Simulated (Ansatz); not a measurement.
## Several settings converged on Cs (Pbcm, 4 atoms in the cell)

```yaml
crystal:
  lattice:
    - [5.50452, 0.00000, 0.00000]
    - [0.00000, 9.95239, 0.00000]
    - [0.00000, 0.00000, 9.25313]
  atoms:
    - { symbol: Cs, position: [0.73537, 0.60699, 0.75000] }
    - { symbol: Cs, position: [0.26463, 0.39301, 0.25000] }
    - { symbol: Cs, position: [0.73537, 0.89301, 0.25000] }
    - { symbol: Cs, position: [0.26463, 0.10699, 0.75000] }
```

Base method: LDA (PW92), default PAW files made with PBE (plane waves; Ansatz, an electronic-structure program).

Base settings: basis.ecutwfc = 30.9 Ry; kpoints.mp_grid.grid = 5 3 3; hamiltonian.xc = lda; hamiltonian.pseudopotentials = {kind: paw} (the program's default PAW files); scf.occupations.method = fermi_dirac; scf.occupations.width = 0.0073 Ry.

Core times come from one kind of shared machine, to one figure; runs under 30 s give none.

**Zone-centre phonons against the mesh**

In this ladder: phonons.method = dfpt.

Frequencies are those of the unrelaxed cell, without the LO-TO term of polar crystals.

Only quantities that move along the ladder and can be compared are tabulated.

| kpoints.mp_grid.grid | highest zone-centre frequency (cm⁻¹) | core time / last (rough) |
|---|---|---|
| 2 1 1 | 21.5 | – |
| 2 1 2 | 20.8 | – |
| 3 2 2 | 23.0 | 0.05 |
| 4 2 3 | 25.0 | 0.06 |
| 6 4 4 | 24.1 | 0.3 |
| 7 4 5 | 23.9 | 0.3 |
| 9 5 6 | 24.0 | 0.4 |
| 11 6 7 | 24.0 | 1 |

Coarsest kpoints.mp_grid.grid that holds the highest zone-centre frequency within 2 cm⁻¹ of the last step, with all finer ones: 3 2 2, at about 0.05 of the last step's time; the step before is off by 3.2 cm⁻¹.

**The force threshold of a relaxation**

On Cs (Pm, 4 atoms in the cell): one atom moved by 0.15 angstrom.

In this ladder: relax = atoms.

The mesh stays at the base's, so the ladder's end is converged at best in this setting alone.

Only quantities that move along the ladder and can be compared are tabulated.

```tsv
relax.f_tol	free energy less the last step's (meV/atom)	largest force left (eV/Å)	relaxation steps	core time / last (rough)
0.2 eV/Å	1.49	0.0172	2	–
0.1 eV/Å	1.49	0.0172	2	–
0.05 eV/Å	1.49	0.0172	2	–
0.03 eV/Å	1.49	0.0172	2	–
0.02 eV/Å	1.49	0.0172	2	–
0.01 eV/Å	0.00	0.0004	4	0.7
0.005 eV/Å	0.00	0.0004	4	0.8
0.002 eV/Å	0.00	0.0000	6	1
0.001 eV/Å	0.00	0.0000	5	1
```

Coarsest relax.f_tol that holds the largest force left within 0.005 eV/Å of the last step, with all finer ones: 0.01 eV/Å; the step before is off by 0.017 eV/Å.

Coarsest relax.f_tol that holds the free energy within 0.1 meV/atom of the last step, with all finer ones: 0.01 eV/Å; the step before is off by 1.5 meV/atom.

Two neighbours can agree and both be off: 0.2 eV/Å and 0.1 eV/Å differ by 0.00 meV/atom in the free energy, yet lie about 1.5 meV/atom from the last step.

On the base run: the starting cell comes from a database of computed structures (which also holds hypothetical and non-ambient phases and stackings), without a prior relaxation at this level. Its lattice was rescaled by up to half a per cent.

Keys are those of Ansatz 0.2.
